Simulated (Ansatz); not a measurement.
Consider BeS in the zinc blende structure (space group F-43m, No. 216; a = 4.8379 Å). Axes: x, y, z lie along the cube axes.

The values are results of PBEsol (Ansatz, a program for electronic structure; PAW; 420 eV plane waves; no SOC), not measurements.

Base values:

The band gap comes out as 2.91 eV, the smallest direct gap comes out as 5.54 eV and the electron mass is 0.80 mₑ along k, 0.28 mₑ across (at X).

One thing is altered: strain tensor (xx, yy, zz, yz, xz, xy) = (−1.41, −0.13, +0.88, −0.09, −0.80, +1.02) %; the atoms relax in the strained cell.

Q: How does this affect the band gap, stress, smallest direct gap, energy relative to the base and electron mass?

A: The band gap decreases by 0.25 eV (2.91 eV → 2.66 eV); the stress (xx, yy, zz, yz, xz, xy; compression positive) comes out as (1.83, 0.65, -0.39, 0.16, 1.35, -1.76) GPa; the smallest direct gap drops by 0.35 eV to 5.19 eV; the energy increases by 3.9 meV/atom; the electron mass changes from 0.80 mₑ along k, 0.28 mₑ across (at X) to 0.77 mₑ along k, 0.28 mₑ across (at X).

Effective masses come from finite differences of ±0.01 Å⁻¹. Along k means along the line from Γ to the band edge. Whether these cells are dynamically stable was not tested.
